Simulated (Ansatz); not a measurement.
**InP, response to strain**

Consider InP in the zinc blende structure (space group F-43m, No. 216; a = 5.8269 Å). Axes: x, y, z lie along the cube axes.

Strains are applied to the cell and any free atomic positions relax.

Calculations: Kohn–Sham DFT with the LDA functional, run in Ansatz (a first-principles code) with PAW and 420 eV plane waves, no spin-orbit coupling.

Notes on the quantities. energy relative to the base: free energy F.

```tsv
uniaxial strain ε_zz (%)	energy relative to the base (meV/atom)
-3	7.1
-2.5	?
-2	3.1
-1.5	1.8
-1	0.8
-0.5	0.2
0	0.0
```

### Question
Fit ΔE = Aε² + Bε³ (ε in %) to the rows shown and predict the withheld row.

### Answer
Least squares on the printed values gives A = 0.779 and B = -0.0030 meV/atom (largest residual 0.0 meV/atom); this predicts 4.9 meV/atom, and the run gives 4.9 meV/atom, in agreement.

No phonon test of stability was made.
